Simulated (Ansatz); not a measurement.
One hop of interstitial Li in silicon, charge +1 (Li moves farthest, along (0.25, -0.25, -0.25) of the unit cell), with all lengths of the cell changed by ±1 % against the relaxed PBE lattice. Calculation: PBE, PAW (plane waves to 420 eV; Ansatz, a program for electronic structure). Climbing-image NEB, 64 sites, 3×3×3 shifted, static nuclei, no finite-size correction.

In the compressed cell the barrier is 0.64 eV, with neighbours at the saddle 6 Si at 2.35 Å.

Question: What is it in the stretched cell?

Answer: 0.55 eV, with neighbours at the saddle 6 Si at 2.39 Å. Stretching lowers the barrier by about 0.05 eV for each 1 % of strain.
